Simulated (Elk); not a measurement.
A self-consistent single point of Sr (Im-3m, 1 atom in the cell) with Elk.

Computed with PBEsol, all-electron FP-LAPW, Elk's shipped species files, LAPW+lo basis run with Elk.

```
CELL_PARAMETERS angstrom
     -2.44440     2.44440     2.44440
      2.44440    -2.44440     2.44440
      2.44440     2.44440    -2.44440
ATOMIC_POSITIONS crystal
  Sr 0.00000 0.00000 0.00000
```

Reference input (self-consistent single point, DFT, PBEsol, all-electron FP-LAPW, Elk's shipped species files, LAPW+lo basis): xctype = 22; rgkmax = 8; stype = 3; swidth = 0.00499791 Ha; ngridk = 11 11 11; gmaxvr = 14 1/bohr; nxoapwlo = 1. This run's input differs from it in these lines:

```diff
@@ -16,3 +16,3 @@
 stype
-  3
+  4
```

Output, abridged:

```
│ Self-consistent loop started │
│ Loop number : 1 │
 total energy                :     -3179.38249643
│ Loop number : 2 │
 total energy                :     -3179.37382663
RMS change in Kohn-Sham potential (target) :   0.9632783627E-01 (  0.1000000000E-05)
Absolute change in total energy (target)   :   0.8669795013E-02 (  0.1000000000E-03)
│ Loop number : 3 │
 total energy                :     -3178.88979176
RMS change in Kohn-Sham potential (target) :   0.6066045651E-01 (  0.1000000000E-05)
Absolute change in total energy (target)   :   0.4862023186     (  0.1000000000E-03)
│ Loop number : 4 │
   [... lines left out ...]
Absolute change in total energy (target)   :   0.3579036434E-03 (  0.1000000000E-03)
│ Loop number : 12 │
 total energy                :     -3177.97341517
RMS change in Kohn-Sham potential (target) :   0.1474153109E-06 (  0.1000000000E-05)
Absolute change in total energy (target)   :   0.1058790549E-03 (  0.1000000000E-03)
│ Loop number : 13 │
 total energy                :     -3177.97341030
RMS change in Kohn-Sham potential (target) :   0.3826870795E-07 (  0.1000000000E-05)
Absolute change in total energy (target)   :   0.3133788550E-04 (  0.1000000000E-03)
Convergence targets achieved

│ Loop number : 14 │

Energies :
 Fermi                       :     0.117355449320
 total energy                :     -3177.97340978

Density of states at Fermi energy :    28.26124972
 (states/Hartree/unit cell)

Estimated indirect band gap :   0.1640087043E-02
 from k-point     52 to k-point     46
Estimated direct band gap   :   0.1851960097E-02
 at k-point     52

Charges :
 core                        :    28.00000000
 valence                     :    10.00000000
 interstitial                :    2.110399523
 muffin-tins (core leakage)
  species :    1 (Sr)
   atom    1                 :    35.88960048     (  0.2869612603E-04)
 total in muffin-tins        :    35.88960048
 total calculated charge     :    38.00361618
 total charge                :    38.00000000
 error                       :   0.3616177196E-02

│ Self-consistent loop stopped │
```

The run converged in 14 iterations. The count includes the last loop, which Elk runs after its targets are met. 

The starting cell comes from a database of published, mostly measured structures (it also holds non-ambient and calculated ones), without a prior relaxation at this level. Its lattice was rescaled by a random factor within 2.5 % of one. Values depend on the basis (sphere radii, cutoffs, local orbitals), which need not be converged. The log's line on a gap gives a spacing of levels on this mesh, which the program prints for metals too.
